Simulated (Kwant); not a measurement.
System: wire with an abrupt hard-wall neck in a CdTe two-dimensional gas. Effective mass 0.096 mₑ, grid spacing 10 nm, hard walls, nominal width 300 nm (29 grid rows, so walls 300 nm apart), one parabolic valley, scattering region 900 nm long along x; energies count from the band bottom; Fermi energy swept from 2.1761e-05 to 0.003198 eV. Central neck 180 nm wide and 430 nm long.

The device is made up for the run: typed textbook-type constants, with dimensions and the other settings drawn at random.

Model: effective-mass tight-binding model on a square grid, one spin, coherent transport at 0 K (Kwant). Conductance is in e²/h.

Question: How many channels do the leads carry at E = 0.850, 1.17, 1.22 meV?

Answer: The hard-wall thresholds are n² ħ²π²/(2mW²) = n² × 0.0435 meV with W = 300 nm. √(0.850/0.0435) = 4.42, so 4. √(1.17/0.0435) = 5.19, so 5. √(1.22/0.0435) = 5.29, so 5.
